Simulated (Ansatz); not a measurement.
```
SrLi4P2
1.0
    2.06690     1.25318     7.77652
   -2.06690     1.25318     7.77652
    0.00000    -2.44752     7.76721
Li Sr P
4 1 2
Direct
  0.42931   0.42931   0.43387
  0.57069   0.57069   0.56613
  0.13868   0.13868   0.13539
  0.86132   0.86132   0.86461
  0.00000   0.00000   0.00000
  0.75134   0.75134   0.75932
  0.24866   0.24866   0.24068
```

No spin polarisation.

Method: DFT with PBEsol, PAW potentials and a 420 eV plane-wave cutoff in Ansatz (an electronic-structure program), without spin-orbit coupling. k-mesh 9×9×9 (Γ-centred); smearing 0.05 eV (Fermi–Dirac).

What valence-band top at Γ (three highest levels, from the VBM) does the calculation give?

0.00, -0.15, -0.42 eV.

What is the computed space group?

C2/m (No. 12).

What is the computed band gap?

0.69 eV.

What is the computed gap character?

Indirect, Γ → Y₂.

Load acts through the strain it causes; cell and atoms are relaxed under it. Stability under load was not tested beyond the relaxation. The cell was made from SrLi₄P₂ (space group R-3m, No. 166; a cell from a computed database, its experimental status unchecked) by this change: uniaxial stress, 3 GPa compression along x.
